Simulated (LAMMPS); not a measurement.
Al (fcc) at 1030 K and zero pressure, started from the melt, with several potentials, in cells of their own sizes.

Models:
- EAM-type AlCu.adp: classical MD, pair style adp, file AlCu.adp (LAMMPS); Apostol and Mishin, Phys Rev B 83, 054116 (2011)
- EAM-type AlCu.eam.alloy: classical MD, pair style eam/alloy, file AlCu.eam.alloy (LAMMPS); Cai and Ye, Phys Rev B, 54, 8398-8410 (1996)
- EAM-type AlFe_mm.eam.fs: classical MD, pair style eam/fs, file AlFe_mm.eam.fs (LAMMPS); Mendelev, Srolovitz, Ackland and Han, J Mater Res 20, 208-218 (2005)
- EAM-type Al_jnp.eam: classical MD, pair style eam, file Al_jnp.eam (LAMMPS); Jacobsen, Norskov and Puska, Phys Rev B, 35, 7423 (1987)
- EAM-type Al_mm.eam.fs: classical MD, pair style eam/fs, file Al_mm.eam.fs (LAMMPS)
- EAM-type Al_zhou.eam.alloy: classical MD, pair style eam/alloy, file Al_zhou.eam.alloy (LAMMPS); Zhou et al, Acta Mater, 49, 4005 (2001)
- EAM-type NiAlH_jea.eam.alloy: classical MD, pair style eam/alloy, file NiAlH_jea.eam.alloy (LAMMPS); Moody and Baskes, Modell Sim Mater Sci Eng, 3, 289-307 (1995)
- MEAM AlSiMgCuFe.meam: classical MD, pair style meam, file AlSiMgCuFe.meam (LAMMPS); Jelinek, Groh, Horstemeyer, Houze, Kim, Wagner, Moitra and Baskes, Phys Rev B, 85, 245102 (2012)
- MEAM MoCoNiVFeAlCr_2nn.meam: classical MD, pair style meam, file MoCoNiVFeAlCr_2nn.meam (LAMMPS); Wang, J., Kwon, H., Kim, H.S. et al. A neural network model for high entropy alloy design. npj Comput Mater 9, 60 (2023).
- bond-order AlCu.bop.table: classical MD, pair style bop, file AlCu.bop.table (LAMMPS); Zhou, Ward, and Foster, Phys. Chem. Chem. Phys., under consideration

```
potential                      state                    volume  first peak of g(r)       coordination number  self-diffusion coefficient of Al (not corrected for cell size)          viscosity  mean phonon frequency  rough cost (ms per atom and simulated ps)
----------------------------  ------  ------------------------  ------------------  ------------------------  --------------------------------------------------------------  -----------------  ---------------------  -----------------------------------------
bond-order AlCu.bop.table     liquid    16.891 ± 0.004 Å³/atom  2.75 Å, height 2.5  14.0 (counted to 3.86 Å)                                       (3.9 ± 0.2) × 10^-5 cm²/s                  -                5.2 THz                                  30 to 100
EAM-type AlCu.adp             liquid    18.556 ± 0.002 Å³/atom  2.79 Å, height 3.0  12.2 (counted to 3.78 Å)                                     (3.49 ± 0.03) × 10^-5 cm²/s    1.9 ± 0.2 mPa s                5.6 THz                                     1 to 3
EAM-type AlCu.eam.alloy       liquid    19.809 ± 0.006 Å³/atom  2.79 Å, height 2.7  12.3 (counted to 3.90 Å)                                       (8.6 ± 0.2) × 10^-5 cm²/s  0.94 ± 0.03 mPa s                4.4 THz                                     1 to 3
EAM-type AlFe_mm.eam.fs       liquid      19.69 ± 0.05 Å³/atom  2.77 Å, height 2.9  12.2 (counted to 3.86 Å)                                     (5.98 ± 0.09) × 10^-5 cm²/s  1.39 ± 0.08 mPa s                5.2 THz                                   0.3 to 1
EAM-type Al_jnp.eam           liquid    17.784 ± 0.004 Å³/atom  2.77 Å, height 2.9  13.2 (counted to 3.86 Å)                                       (3.6 ± 0.3) × 10^-5 cm²/s  1.85 ± 0.08 mPa s                5.4 THz                                     1 to 3
EAM-type Al_mm.eam.fs         liquid  18.8981 ± 0.0009 Å³/atom  2.79 Å, height 2.6  12.6 (counted to 3.86 Å)                                     (7.03 ± 0.09) × 10^-5 cm²/s                  -                4.5 THz                                   0.3 to 1
EAM-type Al_zhou.eam.alloy    liquid    19.452 ± 0.003 Å³/atom  2.80 Å, height 2.3  12.6 (counted to 3.90 Å)                                     (1.10 ± 0.03) × 10^-4 cm²/s  0.45 ± 0.04 mPa s                4.1 THz                                    3 to 10
EAM-type NiAlH_jea.eam.alloy  liquid    19.744 ± 0.001 Å³/atom  2.72 Å, height 2.3  12.6 (counted to 3.94 Å)                                     (1.53 ± 0.02) × 10^-4 cm²/s                  -                4.4 THz                                     1 to 3
MEAM AlSiMgCuFe.meam          liquid    19.144 ± 0.008 Å³/atom  2.72 Å, height 2.8  10.4 (counted to 3.66 Å)                                     (2.32 ± 0.08) × 10^-5 cm²/s                  -                6.2 THz                                    3 to 10
MEAM MoCoNiVFeAlCr_2nn.meam   liquid    19.089 ± 0.009 Å³/atom  2.75 Å, height 2.7  11.6 (counted to 3.74 Å)                                       (6.1 ± 0.2) × 10^-5 cm²/s                  -                5.1 THz                                    3 to 10
```

Costs are rough: whole-run CPU time with set-up and analysis, from shared machines, in bands a factor of about three wide.

Caution (rows bond-order AlCu.bop.table; EAM-type Al_zhou.eam.alloy; EAM-type NiAlH_jea.eam.alloy; MEAM AlSiMgCuFe.meam): a run this short can hold a crystal over, or a liquid under, the potential's own melting point, which these runs don't give.

Caution: the potential EAM-type AlFe_mm.eam.fs is made for dilute Fe in Al.

Caution: the potential EAM-type NiAlH_jea.eam.alloy is made for Ni, Ni3Al and hydrogen in them.

States go by the mean squared displacement: a species diffuses where it passes 1.5 Å², still rises and gives D over 1e-6 cm²/s; a crystal has left its structure where atoms lie 0.35 Å off their sites on average or a cubic box changes its shape by 3 %, or the axial ratios of another lie 8 % off the starting cell's, which the potential's own relaxation can also do.

Errors of D are the spread over four groups of atoms in one short run; a floor of about 5 %, a picked value, is safer.

Uncertainties are statistical and leave out the potential's own error.
